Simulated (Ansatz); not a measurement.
An Ansatz (an electronic-structure program) run: TaAs with a change (uniaxial strain ε_xx = +0.51 %); PBEsol, PAW, 420 eV (Ansatz; no spin-orbit coupling), earlier PAW set.

Input:

Ansatz 0.2 input:
```yaml
crystal:
  lattice:
    - [-1.7232749404, 1.7145308332, 5.7913816674]
    - [1.7232749404, -1.7145308332, 5.7913816674]
    - [1.7232749404, 1.7145308332, -5.7913816674]
  atoms:
    - { symbol: Ta, position: [0.9989917085, 0.9989917085, 0] }
    - { symbol: Ta, position: [0.7489917085, 0.2489917085, 0.5] }
    - { symbol: As, position: [0.4170082915, 0.4170082915, 0] }
    - { symbol: As, position: [0.1670082915, 0.6670082915, 0.5] }
basis: { ecutwfc: 420, ecutrho_ratio: 4, xc_grid: 2, fft_grid_basis: typed }
kpoints: { mp_grid: { grid: [24, 24, 24] } }
hamiltonian:
  xc: pbesol
  dispersion: none
  pseudopotentials: { azcp: { folder: ./paw }, kind: paw }
scf: { occupations: { method: fermi_dirac, width: 0.1 }, convergence: { dr2_threshold: 0.0000000004 } }
relax: { f_tol: 0.005, max_steps: 50 }
output: { forces: true, stress: true }
checkpoint: { write: state.ck, write_every: 1000 }
```

Output (explanatory and most iteration lines left out):

```
Relaxation: its limit of steps is 50 (relax.max_steps)
Pseudopotential: Ta, paw, valence charge 13
Pseudopotential: As, paw, valence charge 15
Crystal: 4 atoms, lattice volume = 68.445 Å³
Basis set: ecut = 420 eV, 1363 PW (Γ), exchange–correlation on 90×90×90 points (8 copies of the dense FFT grid, shifted against one another)
Bands: 34, of which v1, the nominal top of the filled ones, is band 28 counted from 1 (27 counted from 0)
Symmetry: 4 space group operations
Space group: Imm2 (ITA 44), of the structure as read, at distance tolerance 4.1e-5 Å
k-points: 1963 of 13824 (time reversal used)
Functional: x = pbesol(κ = 0.804, μ = 0.12345679012345678), c = pbesol(β = 0.046)
SCF iter   1: F=—  HF=-29243.763311 eV  |F-HF|=—  |Δ(HF+E_count)|=         —  Δρ=4.45e-2  dr2=1.56e0  ethr=1.00e-1  ⟨swp⟩=4.0  Hψ=178986  notcnv=0
SCF iter   2: F=—  HF=-29243.514404 eV  |F-HF|=—  |Δ(HF+E_count)|=   2.49e-1  Δρ=2.67e-2  dr2=5.69e-1  ethr=2.78e-3  ⟨swp⟩=3.2  Hψ=153157  notcnv=0  defer=19
SCF 1 converged in 11 iterations: F = -29243.336986 eV  dr2 = 2.93e-10
relax step   1: F+E_penalty+E_count = -29243.33698593 eV  Δ(F+E_penalty+E_count) = +0.000e0 eV  max|allowed force component| = 4.504e-2 eV/Å  Δτ_max = 0.0000 Å  (11 SCF iters, accepted)
Crystal: 4 atoms, lattice volume = 68.445 Å³
SCF iter   1: F=—  HF=-29243.337047 eV  |F-HF|=—  |Δ(HF+E_count)|=         —  Δρ=3.99e-4  dr2=4.03e-4  ethr=1.49e-7  ⟨swp⟩=5.6  Hψ=263157  notcnv=0
SCF iter   2: F=—  HF=-29243.337034 eV  |F-HF|=—  |Δ(HF+E_count)|=   1.32e-5  Δρ=2.28e-4  dr2=1.56e-4  ethr=1.49e-7  ⟨swp⟩=3.1  Hψ=139771  notcnv=0  defer=2
SCF 2 converged in 8 iterations: F = -29243.336962 eV  dr2 = 2.52e-10
relax step   2: F+E_penalty+E_count = -29243.33696159 eV  Δ(F+E_penalty+E_count) = +2.434e-5 eV  max|allowed force component| = 4.905e-2 eV/Å  Δτ_max = 0.0046 Å  (8 SCF iters, rejected (line search))
Crystal: 4 atoms, lattice volume = 68.445 Å³
SCF iter   1: F=—  HF=-29243.337088 eV  |F-HF|=—  |Δ(HF+E_count)|=         —  Δρ=2.14e-4  dr2=1.19e-4  ethr=2.16e-6  ⟨swp⟩=3.6  Hψ=142243  notcnv=0  defer=2
SCF iter   2: F=—  HF=-29243.337115 eV  |F-HF|=—  |Δ(HF+E_count)|=   2.75e-5  Δρ=1.33e-4  dr2=5.71e-5  ethr=2.12e-7  ⟨swp⟩=3.1  Hψ=130101  notcnv=0  defer=2
SCF 3 converged in 8 iterations: F = -29243.337063 eV  dr2 = 7.73e-11
relax step   3: F+E_penalty+E_count = -29243.33706319 eV  Δ(F+E_penalty+E_count) = -7.726e-5 eV  max|allowed force component| = 1.956e-3 eV/Å  Δτ_max = 0.0021 Å  (8 SCF iters, accepted)
SCF converged after 8 iterations
Free energy (F): -29243.337063 eV
Internal energy: -29243.319199 eV  (E = F + TS)
E sigma→0 (E₀):  -29243.328131 eV
Entropy (-TS):   -0.017865 eV (-4.466 meV/atom)
Fermi energy:    16.775579 eV
--- Forces (eV/Å), atoms counted from 1 ---
  atom   1  Ta     0.00000000    -0.00000000    -0.00081434
  atom   2  Ta    -0.00000000     0.00000000    -0.00109707
  atom   3  As     0.00000000    -0.00000000    -0.00004282
  atom   4  As    -0.00000000     0.00000000     0.00195633
--- Stress (GPa, compression-positive) ---
       -1.565776       0.000000       0.000000
        0.000000      -0.830587       0.000000
        0.000000       0.000000      -0.649908
  P = ⅓ Tr σ = -1.0154 GPa (-10.154 kbar)
--- Relaxed structure (3 steps of the walk, 2 accepted, 0 SCFs on fresh bases) ---
  atoms:
    - { symbol: Ta, position: [0.999070446411711, 0.999070446411711, -1.2744048562213865e-34] }
    - { symbol: Ta, position: [0.7488127092552801, 0.24881270925528012, 0.5] }
    - { symbol: As, position: [0.4171325069952263, 0.4171325069952263, -9.950051650815333e-35] }
    - { symbol: As, position: [0.16698433733778248, 0.6669843373377824, 0.5] }
```

With Ta present, leaving out spin-orbit coupling can change the band edges. Whether these cells are dynamically stable was not tested. The final runs are not spin-polarised. The cell was made from TaAs (space group I4_1md, No. 109) by this change: uniaxial strain ε_xx = +0.51 %.
